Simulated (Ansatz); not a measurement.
Functionals compared on N on the 1x1 (110) surface of bcc Mo, one in a 2x2 cell, started at the site 'bridge Mo-Mo (span 3.2 Å)', in Ansatz (plane waves, PAW). The structure was relaxed with PBE; the other rows are single points on it, each with its references at the same level. Cutoff 420 eV (500 eV for r2SCAN).

Model: 17-atom slab, 6.5 Å thick at the start under the adsorbate (thin: gaps and levels are the slab's own), 6x6x1 mesh, Fermi-Dirac 0.1 eV, dipole correction, 8 atoms held, the rest relaxed; symmetry of the start imposed; no spin, no spin-orbit, no U, no dispersion correction. At the end it is bonded to 4 Mo. In PBE it is, or lies within 0.03 eV of, the lowest of the starts that converged. These notes are the PBE run's. Adsorption energies are against ½ N2(g). A negative adsorption energy means that the adsorbate is more stable on the surface than in its reference.

```tsv
functional	adsorption energy (eV)	work function of the top face (eV)	change of the work function (eV)	rough cost of the single point
PBE	-1.77	4.92	0.33	–
RPBE	[?]	[?]	[?]	very roughly 70 core-seconds
r2SCAN	-2.03	4.97	0.34	very roughly 2.8 core-minutes
```

**Question.** What belongs in the gaps?

**Answer.** 
- RPBE, adsorption energy (eV): -1.53
- RPBE, work function of the top face (eV): 4.77
- RPBE, change of the work function (eV): 0.33

Ansatz is a first-principles code.
